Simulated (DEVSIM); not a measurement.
Structure: illuminated Si n-on-p cell, one wavelength, with a back-surface field, at 250 K.

| layer (left to right) | material | thickness (μm) | Nd (cm⁻³) | Na (cm⁻³) | τn (s) | τp (s) | absorption coefficient (cm⁻¹) |
|---|---|---|---|---|---|---|---|
| 1 | Si | 0.150 | 2e18 | - | 1.5e-6 | 6.4e-6 | 770 |
| 2 | Si | 130 | - | 4.5e15 | 2.9e-5 | 2.9e-5 | 770 |
| 3 | Si | 1.00 | - | 1.7e18 | 2.9e-5 | 2.9e-5 | 770 |

Left contact: ohmic, minority hole recombination velocity 4e6 cm/s. Right contact: ohmic, minority electron recombination velocity 200 cm/s. Voltage is applied to the left contact. Recombination: SRH at mid-gap, radiative, Auger. Gap narrowing is on: ΔEg = 6.92 meV × (l + √(l² + 0.5)), l = ln(N/1.3e17 cm⁻³), shared equally by both band edges. Light enters at the left, 2.9e18 photons cm⁻² s⁻¹, one pass, no reflection. Mobility is μmin + (μ − μmin)/(1 + (N/Nref)^α).

Constants are typed, rounded textbook-type inputs, not results; the design itself was drawn at random and stands for no fabricated device. Values at 300 K; Nc and Nv go as T^1.5, mobilities as T to minus their exponent, the gap by Varshni's rule with the affinity fixed.

```
parameter               Si
----------------  --------
gap (eV)             1.124
affinity (eV)         4.05
permittivity          11.7
Nc (cm⁻³)          2.86e19
Nv (cm⁻³)           3.1e19
μn (cm²/Vs)           1417
μp (cm²/Vs)            470
μn,min                  52
μp,min                  45
Nref,n              9.7e16
Nref,p              2.2e17
αn                    0.68
αp                    0.72
T exponent of μn       2.3
T exponent of μp       2.2
B (cm³/s)          4.7e-15
Cn (cm⁶/s)         2.8e-31
Cp (cm⁶/s)         9.9e-32
Varshni α (eV/K)  0.000473
Varshni β (K)          636
```

Simulated with DEVSIM: 1D drift-diffusion, Boltzmann statistics, complete ionisation; no tunnelling, impact ionisation, image-force lowering or self-heating.

The recombination velocity at the left contact was swept, all else fixed.

```csv
recombination velocity at the left contact (cm/s),dark forward voltage at 1 A/cm² (V),short-circuit current (mA/cm²),dark forward voltage at 100 A/cm² (V),open-circuit voltage (V)
10,0.844,460,0.975,0.812
100,0.843,460,0.974,0.812
1000,0.836,460,0.969,0.807
10000,0.814,460,0.957,0.787
1e5,0.787,460,0.951,0.756
1e6,0.772,458,0.949,0.738
4e6,0.770,458,0.949,0.735
1e7,0.769,458,0.949,0.734
```

From the first row to the last the dark forward voltage at 1 A/cm² goes from 0.844 to 0.769. From the first row to the last the short-circuit current goes from 460 to 458.
